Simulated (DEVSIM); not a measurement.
Device: Schottky contact on n-type Si, at 400 K.

Layer 1 from the left is Si, thickness (μm) 2.30, Nd (cm⁻³) 7.7e16, τn (s) 7.2e-5, τp (s) 7.2e-5. Layer 2 from the left is Si, thickness (μm) 0.650, Nd (cm⁻³) 1.5e18, τn (s) 7.2e-5, τp (s) 7.2e-5.

Left contact: Schottky, work function 4.74 eV, emission velocity 1.1e7 cm/s. Right contact: ohmic. Voltage is applied to the left contact. Recombination: SRH at mid-gap. Mobility is μmin + (μ − μmin)/(1 + (N/Nref)^α).

This is a model device: material constants are rounded textbook-type values typed into the input, and sizes, dopings and lifetimes were drawn at random. Values at 300 K; Nc and Nv go as T^1.5, mobilities as T to minus their exponent, the gap by Varshni's rule with the affinity fixed.

Si: gap (eV) 1.124, affinity (eV) 4.05, permittivity 11.7, Nc (cm⁻³) 2.86e19, Nv (cm⁻³) 3.1e19, μn (cm²/Vs) 1417, μp (cm²/Vs) 470, μn,min 52, μp,min 45, Nref,n 9.7e16, Nref,p 2.2e17, αn 0.68, αp 0.72, T exponent of μn 2.3, T exponent of μp 2.2, Varshni α (eV/K) 0.000473, Varshni β (K) 636.

DEVSIM, 1D drift-diffusion, Boltzmann statistics, complete ionisation; no tunnelling, impact ionisation, image-force lowering or self-heating. Metal contacts follow the ideal Schottky-Mott rule: no Fermi-level pinning, no interface dipoles.

Dark forward current:

```csv
|V| (V),|J| (A/cm²)
0.05,0.3979
0.10,2.053
0.15,8.862
0.20,35.76
0.25,129.9
0.30,380.4
0.35,842.0
0.40,1481
0.45,2238
```

Question: Work out the local ideality factor n = ΔV / (kT/q · ln(J2/J1)) between the rows 0.15 and 0.20 V, 0.40 and 0.45 V.

Answer: kT/q = 34.47 mV. From 0.15 to 0.20 V: ln(35.76/8.862) = 1.395, n = 1.04, near the 1 of diffusion or emission over a barrier. From 0.40 to 0.45 V: ln(2238/1481) = 0.413, n = 3.51; the layers' resistance at their doping, Σ W/(qμN) = 4.8e-5 Ω cm², would take 36 mV of this step of 50 mV.

Question: Estimate the current at 0.15 V for emission alone, J0 = q v N_band exp(−φB/kT), and read the barrier back from the simulated current.

Answer: φB = 0.690 eV, N_band = 4.40e19 cm⁻³, J0 = 0.157 A/cm²; J = J0 (exp(qV/kT) − 1) = 12.0 A/cm². The simulation gives 8.86 A/cm²; the estimate lies 36 % above. Read backwards, the simulated current gives an apparent barrier of 0.701 eV. The estimate leaves out transport through the depletion region and minority injection.
